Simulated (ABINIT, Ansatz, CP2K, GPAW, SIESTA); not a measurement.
One structure in several programs: CaC2 (Pnnm, 6 atoms in the cell)

Band-structure calculation.

```xyz
6
Lattice="4.4072 0.0000 0.0000 0.0000 5.9043 0.0000 0.0000 0.0000 3.8973" Properties=species:S:1:pos:R:3 pbc="T T T"
Ca     0.0000     0.0000     0.0000
Ca     2.2036     2.9522     1.9487
C      3.9077     3.3328     0.0000
C      0.4995     2.5715     0.0000
C      1.7041     5.5237     1.9487
C      2.7031     0.3807     1.9487
```

Shared settings, as Ansatz (a program for electronic structure) writes them: kpoints.mp_grid.grid = 4 3 5; scf.occupations.method = fixed. Potentials and cutoffs stand in the table.

| code | model | gap along the path (eV) | smallest direct gap (eV) | cutoff |
|---|---|---|---|---|
| CP2K | LDA (Pade form), GPW, DZVP-MOLOPT-SR-GTH basis, GTH-PADE potentials (GTH_POTENTIALS) | 2.67 | 3.00 | grid 500 Ry |
| ABINIT | LDA (PW92), norm-conserving pseudopotentials (PseudoDojo nc-sr-04 LDA standard) | 2.73 | 3.07 | 82 Ry |
| Ansatz | LDA (PW92), PAW files made with PBE | 2.73 | 3.05 | default |
| SIESTA | LDA PW92, numerical atomic orbitals TZP, PseudoDojo LDA standard norm-conserving potentials (rewritten from UPF to PSML) | 3.32 | 3.78 | grid 350 Ry |
| GPAW | LDA (Perdew-Wang 92), GPAW PAW datasets LDA (gpaw-data 1.0.1) | 2.74 | 3.07 | 900 eV |

The spread over the programs that give each value: gap along the path within 0.65 eV; smallest direct gap within 0.78 eV.

CP2K and SIESTA use small atom-centred bases, whose incompleteness enters pressures, forces and empty levels differently from a plane-wave cutoff.

In the gap along the path, SIESTA stands apart from the plane-wave programs.

The starting cell comes from a database of computed structures (which also holds hypothetical and non-ambient phases and stackings), without a prior relaxation at this level.

Left out of this page: Quantum ESPRESSO (not drawn, or without a comparable value).

Keys are those of Ansatz 0.2.
